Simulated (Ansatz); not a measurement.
Start from TiSi2 (space group Cmcm, No. 63; a = 3.5266 Å, b = 13.5168 Å, c = 3.5652 Å). Axes: x, y, z lie along a, b, c of the conventional cell.

Computed with r2SCAN, PAW, 500 eV (Ansatz, a first-principles code; scalar-relativistic without spin-orbit coupling).

Before the change:

| Property | Value |
|---|---|
| Volume per atom | 14.16 Å³ |
| Pressure | 0.0 GPa |

One thing is altered: tensile biaxial strain of 0.38 % in the plane normal to [001], as in epitaxy on a mismatched substrate; the out-of-plane cell vector and the atoms relax.

Task: What happens to the volume per atom?

Result: The volume per atom goes up by 0.08 Å³, from 14.16 Å³ to 14.24 Å³.

Task: Estimate the effect on the pressure.

Result: The pressure (mean of the normal stresses, compression positive) goes from zero to -0.6 GPa.

Without a gap, meshes like the base's 14×14×13 leave anisotropic stresses uncertain by several tenths of a GPa, and small strain energies with them. Whether these cells are dynamically stable was not tested. All final runs are without spin polarisation.
